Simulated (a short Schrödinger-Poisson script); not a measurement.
Stack: MOS inversion layer, HfO2 on p-type Si(100), at 300 K.

```
layer  material  thickness (nm)  Na (cm⁻³)
-----  --------  --------------  ---------
1          HfO2            11.1          -
2            Si            1200     1.3e17
```

The device is made up for the run: typed textbook-type constants, with dimensions and the other settings drawn at random. HfO2: permittivity 22, conduction-band edge (eV) 1.55, gap (eV) 5.7, electron mass (mₑ) 0.2. Si: permittivity 11.7, conduction-band edge (eV) 0, gap (eV) 1.124, Nv at 300 K (cm⁻³) 3.1e19.

Channel valleys (confinement mass, in-plane density-of-states mass, number): Δ2 0.916, 0.19, 2; Δ4 0.19, 0.417, 4. At the gate the conduction-band edge of layer 1 lies 1.94 eV − eVg above the Fermi level of the channel; the field vanishes at the back. Gaps are held at their typed values at every temperature. Mesh 0.03 nm at interfaces.

Solved with a short Schrödinger-Poisson script written for these runs: 1D Poisson equation in equilibrium, electrons quantum, Hartree (BenDaniel-Duke, 12 states a valley, the channel's in-plane mass for all, wave functions ending at the dielectric), parabolic valleys, classical holes, full ionisation, no traps, pinning or gate leakage.

The same stack at other levels of the model or other numerical settings:

| run | sheet density of all electrons at Vg = 2 V (cm⁻²) | sheet density of all electrons at Vg = 0.8 V (cm⁻²) | capacitance at Vg = 2 V (μF/cm²) | centroid of the channel electrons at Vg = 2 V (nm) | rough cost against the base |
|---|---|---|---|---|---|
| base | 1.29e13 | 2.31e12 | 1.47 | 1.54 | about 1 |
| electrons treated as classical, Boltzmann | 1.54e13 | 3.06e12 | ? | ? | 0.03 |
| electrons treated as classical, Fermi-Dirac | 1.47e13 | 2.99e12 | 1.60 | 0.68 | 0.2 |
| mesh six times as coarse | 1.29e13 | 2.31e12 | 1.47 | 1.54 | 0.2 |
| one subband a valley | 1.29e13 | 2.29e12 | 1.47 | ? | 0.5 |

Task: What belongs in the gaps?

Result: 
- one subband a valley, centroid of the channel electrons at Vg = 2 V (nm): 1.49
- electrons treated as classical, Boltzmann, centroid of the channel electrons at Vg = 2 V (nm): 0.45
- electrons treated as classical, Boltzmann, capacitance at Vg = 2 V (μF/cm²): 1.69

The classical rows ignore confinement, and Boltzmann statistics overrate the density once the band edge passes the Fermi level.
